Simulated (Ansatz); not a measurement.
Start from TiAl (space group P4/mmm, No. 123; relaxed with 0.1 eV smearing).

```
TiAl
1.0
    2.79606     0.00000     0.00000
    0.00000     2.79606     0.00000
    0.00000     0.00000     4.03776
Al Ti
1 1
Direct
  0.50000   0.50000   0.50000
  0.00000   0.00000   0.00000
```

Cartesian axes are those of the cell as printed.

All numbers come from PBEsol in Ansatz (plane waves to 420 eV, PAW, no SOC), earlier PAW set.

Modification: uniaxial stress, 3 GPa compression along z; all other stress components relax to zero.

Question: Predict the new mean lateral Poisson ratio.

Answer: The mean lateral Poisson ratio comes out as 0.37.

Question: Estimate the effect on the secant Young's modulus along z.

Answer: The secant Young's modulus along z amounts to 97 GPa.

Question: What happens to the energy relative to the base?

Answer: The energy rises by 4.9 meV/atom.

Load acts through the strain it causes; cell and atoms are relaxed under it. Stability under load was not tested beyond the relaxation. The final runs are not spin-polarised.

Ansatz is a quantum-chemistry and plane-wave program.
